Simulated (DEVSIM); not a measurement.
Structure: abrupt GaAs n-p junction, at 250 K.

```
layer (left to right)  material  thickness (μm)  Nd (cm⁻³)  Na (cm⁻³)  τn (s)  τp (s)
---------------------  --------  --------------  ---------  ---------  ------  ------
1                          GaAs           0.370     2.9e15          -    1e-9    1e-9
2                          GaAs            36.0          -     1.2e16    1e-9    1e-9
```

Left contact: ohmic. Right contact: ohmic. Voltage is applied to the left contact. Recombination: SRH at mid-gap, radiative. Mobility is μmin + (μ − μmin)/(1 + (N/Nref)^α).

The device is made up for the run: typed textbook-type constants, with dimensions and the other settings drawn at random. Values at 300 K; Nc and Nv go as T^1.5, mobilities as T to minus their exponent, the gap by Varshni's rule with the affinity fixed.

```
parameter             GaAs
----------------  --------
gap (eV)             1.424
affinity (eV)         4.07
permittivity          12.9
Nc (cm⁻³)           4.7e17
Nv (cm⁻³)             9e18
μn (cm²/Vs)           8500
μp (cm²/Vs)            400
μn,min                 500
μp,min                  20
Nref,n                6e16
Nref,p              1.5e17
αn                    0.39
αp                    0.38
T exponent of μn       2.1
T exponent of μp       2.2
B (cm³/s)            2e-10
Varshni α (eV/K)  0.000541
Varshni β (K)          204
```

Model (solved in DEVSIM): 1D drift-diffusion, Boltzmann statistics, complete ionisation; no tunnelling, impact ionisation, image-force lowering or self-heating.

The doping Na of layer 2 was swept, all else fixed.

| doping Na of layer 2 (cm^-3) | potential step across the device at zero bias (V) | largest field in the device at zero bias (V/cm) | dark forward voltage at 1 A/cm² (V) |
|---|---|---|---|
| 3.6e14 | 1.130 | 9900 | 1.102 |
| 1.2e15 | 1.156 | 16000 | 1.064 |
| 3.6e15 | 1.180 | 24000 | 1.056 |
| 1.2e16 | 1.206 | 32000 | 1.051 |
| 3.6e16 | 1.229 | 37000 | 1.046 |
| 1.2e17 | 1.255 | 40000 | 1.043 |
| 3.6e17 | 1.279 | 45000 | 1.041 |

From the first row to the last the potential step across the device at zero bias goes from 1.130 to 1.279. From the first row to the last the largest field in the device at zero bias goes from 9900 to 45000.
